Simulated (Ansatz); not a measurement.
A relaxation of the atoms of RbLaMg6 (Amm2, 8 atoms in the cell) with Ansatz (an electronic-structure program).

Method: PBEsol, default PAW files made with PBE (plane waves; Ansatz).

```xyz
8
Lattice="5.4278 0.0000 0.0000 0.0000 3.6156 6.0310 0.0000 -3.6156 6.0310" Properties=species:S:1:pos:R:3 pbc="T T T"
Rb     0.0000     0.0000     1.7948
La     2.7139     0.0000     4.1326
Mg     2.7139     1.5572     7.0625
Mg     2.7139    -1.5572     7.0625
Mg     2.7139     0.0000    10.2054
Mg     0.0000     1.7965     4.9728
Mg     0.0000    -1.7965     4.9728
Mg     0.0000     0.0000     8.0449
```

Reference input (self-consistent single point, DFT, PBEsol, plane waves, default PAW files made with PBE): kpoints.mp_grid.grid = 6 5 5; hamiltonian.xc = pbesol; hamiltonian.pseudopotentials = {kind: paw} (the program's default PAW files); scf.occupations.method = cold; scf.occupations.width = 0.2 eV. This run's input differs from it in these lines:

```diff
@@ -26,2 +26,3 @@
     width: 0.2
+relax: {}
 output:
```

The program printed (abridged):

```
   [... SCF lines of the steps left out ...]
relax step   1: F+E_penalty+E_count = -20848.89393921 eV  Δ(F+E_penalty+E_count) = +0.000e0 eV  max|allowed force component| = 5.904e-2 eV/Å  Δτ_max = 0.0000 Å  (6 SCF iters, dr2 threshold 2.50e-6 eV, accepted)
relax step   2: F+E_penalty+E_count = -20848.89872754 eV  Δ(F+E_penalty+E_count) = -4.788e-3 eV  max|allowed force component| = 3.148e-2 eV/Å  Δτ_max = 0.0251 Å  (5 SCF iters, dr2 threshold 2.18e-7 eV, accepted)
   [... lines left out ...]
relax step   6: F+E_penalty+E_count = -20848.90925452 eV  Δ(F+E_penalty+E_count) = -8.743e-4 eV  max|allowed force component| = 6.411e-3 eV/Å  Δτ_max = 0.0292 Å  (4 SCF iters, dr2 threshold 1.73e-6 eV, accepted)
relax step   7: F+E_penalty+E_count = -20848.90925471 eV  Δ(F+E_penalty+E_count) = -1.907e-7 eV  max|allowed force component| = 6.389e-3 eV/Å  Δτ_max = 0.0000 Å  (3 SCF iters, accepted)
relax step   8: F+E_penalty+E_count = -20848.90927647 eV  Δ(F+E_penalty+E_count) = -2.176e-5 eV  max|allowed force component| = 5.746e-3 eV/Å  Δτ_max = 0.0139 Å  (6 SCF iters, accepted)
the relaxation is at rest under the 4 symmetry operations that the run kept from its start: a minimum is not shown …
Stability not checked (fill_not_monotonic)
Free energy (F): -20848.909276 eV
Internal energy: -20848.906119 eV  (E = F + TS)
E sigma→0 (E₀):  -20848.908224 eV
Entropy (-TS):   -0.003157 eV (-0.395 meV/atom)
Fermi energy:    5.709682 eV
--- Forces (eV/Å), atoms counted from 1 ---
  atom   1  Rb     0.00000000     0.00000000     0.00389700
   [... lines left out ...]
    - { symbol: Mg, position: [0.5, 0.37242182422094083, 0.791178822399302] }
    - { symbol: Mg, position: [0.5, 0.8550120582875285, 0.8550120582875285] }
    - { symbol: Mg, position: [-2.772090978192834e-37, 0.6400020463780325, 0.18403394878258825] }
    - { symbol: Mg, position: [1.9404636847349835e-36, 0.18403394878258825, 0.6400020463780325] }
    - { symbol: Mg, position: [-2.772090978192834e-37, 0.6872198094058541, 0.6872198094058541] }
```

The run converged. 

Summary of the result:
```
Item                                                     Result
-----------------------------------------------  --------------
Free energy E − TS (on the zero of these files)  -20848.9093 eV
Fermi level (on the code's own zero)                    5.71 eV
Pressure                                              -0.82 GPa
Largest force (vector length)                        0.006 eV/Å
Relaxation steps                                              8
```

The starting cell comes from a database of computed structures (which also holds hypothetical and non-ambient phases and stackings), without a prior relaxation at this level. The relaxation keeps the symmetry of its start, so its end need not be a minimum. Ansatz's pressure includes its estimate of the finite-basis (Pulay) stress.

Cost on one core of a shared machine: roughly 4 min.

Keys are those of Ansatz 0.2.
